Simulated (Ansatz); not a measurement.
We consider HfSi (Pnma, No. 62), described by PBEsol (plane waves, PAW; Ansatz, a program for electronic structure).

Numerical settings: plane-wave cutoff 500 eV, 6×10×8 k mesh (along the axes of the cell as run), Fermi–Dirac smearing 0.05 eV, scalar-relativistic PAW data made under PBE.

Computed at the level's own relaxed cell.

Question: Give the computed equilibrium volume per atom.

Answer: 
equilibrium volume per atom: 16.67 Å³/atom

The run finds no gap.

Spin–orbit coupling is not included.

Static lattice: no zero-point or thermal effects.

Computing time: very roughly 4 core-minutes.
